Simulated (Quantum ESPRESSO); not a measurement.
Troubleshooting Quantum ESPRESSO: a failed run on Y4Zr3O12 (P-1, 19 atoms in the cell). The aim is a self-consistent single point with DFT, PBEsol, plane waves, GBRV 1.5 ultrasoft (PBESOL) pseudopotentials.

The input file:

```fortran
&control
 calculation = 'scf',
 prefix = 'y4zr3o12',
 outdir = './work',
 pseudo_dir = './',
 verbosity = 'high',
 tprnfor = .true.,
 tstress = .true.,
/
&system
 ibrav = 0,
 nat = 19,
 ntyp = 3,
 ecutwfc = 40,
 ecutrho = 320,
 occupations = 'fixed',
 nbnd = 80,
 tot_charge = 1,
/
&electrons
 conv_thr = 1.0d-10,
 mixing_beta = 0.4,
/
ATOMIC_SPECIES
Y     88.9058  y_pbesol_v1.4.uspp.F.UPF
Zr    91.2240  zr_pbesol_v1.uspp.F.UPF
O     15.9990  o_pbesol_v1.2.uspp.F.UPF
ATOMIC_POSITIONS angstrom
Y     3.141820957    4.979108515    2.502817541
Y     1.196186043    0.055824485    3.903001458
Y     0.877794568    3.304796473    5.546286207
Y     3.460212432    1.730136527    0.859532793
Zr    0.000000000    0.000000000    0.000000000
Zr    4.342421802    1.642095786    4.297792084
Zr   -0.004414802    3.392837214    2.108026917
O     2.496797019    1.569824975    5.257255653
O     1.841209981    3.465108025    1.148563347
O     4.267196196    3.059085107    2.727789905
O     0.070810804    1.975847893    3.678029095
O     1.199341061    4.409751632    3.620953248
O     3.138665939    0.625181368    2.784865752
O    -1.444609758    3.146929823    5.662103414
O     5.782616757    1.888003177    0.743715586
O     5.116876473   -0.360948314    4.453069136
O    -0.778869473    5.395881315    1.952749864
O     3.323283845    5.846298259    0.378007379
O     1.014723155   -0.811365259    6.027811621
K_POINTS automatic
3 3 3  0 0 0
CELL_PARAMETERS angstrom
   6.391358000     0.000000000     0.000000000
  -1.075910000     6.346207000     0.000000000
  -0.977441000    -1.311274000     6.405819000
```

Output, abridged:

```
     Self-consistent Calculation

     iteration #  1     ecut=    40.00 Ry     beta= 0.40

---- Real-time Memory Report at c_bands before calling an iterative solver
           596 MiB given to the printing process from OS
           282 MiB allocation reported by mallinfo(arena+hblkhd)
------------------

     negative rho (up, down):  1.862E-01 0.000E+00

     WARNING: integrated charge=   150.60000000, expected=   151.00000000

 %%%%%%%%%%%%%%%%%%%%%%%%%%%%%%%%%%%%%%%%%%%%%%%%%%%%%%%%%%%%%%%%%%%%%%%%%%%%%%
     Error in routine electrons (1):
     charge is wrong: smearing is needed
 %%%%%%%%%%%%%%%%%%%%%%%%%%%%%%%%%%%%%%%%%%%%%%%%%%%%%%%%%%%%%%%%%%%%%%%%%%%%%%

     stopping ...
```

From the messages shown, name the fault and mend the input.

The fault is an unintended net charge; here the program stops on it instead of giving results. To fix it, remove the charge. The program stopped with an error at about iteration 1.

An input that runs soundly differs in these lines (not the only fix; some lines may just follow from the change or write a value another way):
```diff
- tot_charge = 1,
```

With that input, the run converged in 18 iterations: free energy E − TS -14395.2767 eV; top of the valence band (on the code's own zero) 8.70 eV; gap on the k-point mesh 4.09 eV; pressure -8.18 GPa; largest force (vector length) 0.187 eV/Å (DFT, PBEsol, plane waves, GBRV 1.5 ultrasoft (PBESOL) pseudopotentials).

On the sound input: the starting cell comes from a database of computed structures (which also holds hypothetical and non-ambient phases and stackings), without a prior relaxation at this level. Its lattice was rescaled by a random factor within 2.5 % of one. With a pressure of about -8 GPa the cell is away from its equilibrium volume at this level.
